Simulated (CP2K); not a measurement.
Band structure of HgTe (P3_221, 6 atoms in the cell).

```
CELL_PARAMETERS angstrom
      4.58273     0.00000     0.00000
     -2.29136     3.96876     0.00000
      0.00000     0.00000    10.22898
ATOMIC_POSITIONS crystal
  Hg 0.68832 0.68832 0.00000
  Hg 0.31168 0.00000 0.66667
  Hg 0.00000 0.31168 0.33333
  Te 0.51372 0.51372 0.50000
  Te 0.48628 0.00000 0.16667
  Te 0.00000 0.48628 0.83333
```

Computed with CP2K with PBEsol, GPW, TZVP-MOLOPT-SR-GTH basis, GTH-PBE potentials (GTH_POTENTIALS).

Settings: CUTOFF = 500 Ry; REL_CUTOFF = 50 Ry; SMEAR/METHOD = FERMI_DIRAC; ELECTRONIC_TEMPERATURE = 116.05 K; KPOINTS/SCHEME = MONKHORST-PACK 5 5 2; GAMMA_CENTERED = T; XC_FUNCTIONAL = PBE:PBESOL; Hg/BASIS_SET = TZVP-MOLOPT-SR-GTH; Hg/POTENTIAL = GTH-PBE-q12; Te/BASIS_SET = TZVP-MOLOPT-SR-GTH; Te/POTENTIAL = GTH-PBE-q6; METHOD = GPW; EPS_DEFAULT = 1e-10; EXTRAPOLATION = USE_GUESS.

The starting cell comes from a database of computed structures (which also holds hypothetical and non-ambient phases and stackings), without a prior relaxation at this level. Its lattice was rescaled by a random factor within 2.5 % of one. Spin-orbit coupling is off. Values carry the incompleteness of an atom-centred basis. The potentials were made for another functional than the one used.

Question: Predict the gap along the standard path and the places of the band edges.

Answer: The gap along the path is 0.57 eV, from A to M; the smallest direct gap on it is 0.87 eV.

Levels in eV from the top of the valence band on the SCF mesh, bands 24 to 28:
```tsv
point	24	25	26	27	28
Γ	-1.39	-0.23	-0.18	-0.18	0.69
M	-2.26	-1.45	-1.16	-0.97	0.57
K	-2.99	-1.52	-1.08	-1.08	0.81
A	-1.39	-0.27	-0.27	0.00	1.54
L	-2.23	-2.11	-1.17	-0.88	1.01
H	-2.51	-2.51	-2.23	-1.07	1.77
```

Higher empty bands are left out: an atom-centred basis made for the valence describes them poorly.
